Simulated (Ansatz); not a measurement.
### Question
Name crystals whose resistivity at 300 K lies between 9.2 and 14.4 μΩ·cm and whose mean free path at 300 K lies between 6.9 and 10.8 nm, by Ansatz (an electronic-structure program) with PBEsol, DFPT electron-phonon coupling, linearised Boltzmann equation.

### Answer
Many crystals can fit; among those computed here:
- Pb (Fm-3m): 11.5 μΩ·cm, 7.7 nm
- Mo₃Si (Pm-3n): 13.7 μΩ·cm, 7.6 nm
- HfIr3 (Pm-3m): 10.6 μΩ·cm, 9.5 nm
- PdBi (P6_3/mmc): 11.7 μΩ·cm, 9.4 nm
- ScPt$_{3}$ (Pm-3m): 14.2 μΩ·cm, 9.4 nm

Metals; harmonic phonons alone scatter; means over directions. The mean free path is weighted by the current that each state carries. Halving the electron mesh moves these values by up to 9 %; q meshes are mostly untested. Some of the runs warned that the eigensolver left states short of its tolerance. Spin-orbit coupling is left out.

Formula and space group known from diffraction (Crystallography Open Database), not checked to be the room-temperature form: HfIr3 (Pm-3m), Mo3Si (Pm-3n), PdBi (P6_3/mmc), ScPt3 (Pm-3m). The missing spin-orbit coupling matters most for HfIr3 (Pm-3m), Pb (Fm-3m), PdBi (P6_3/mmc), ScPt3 (Pm-3m).
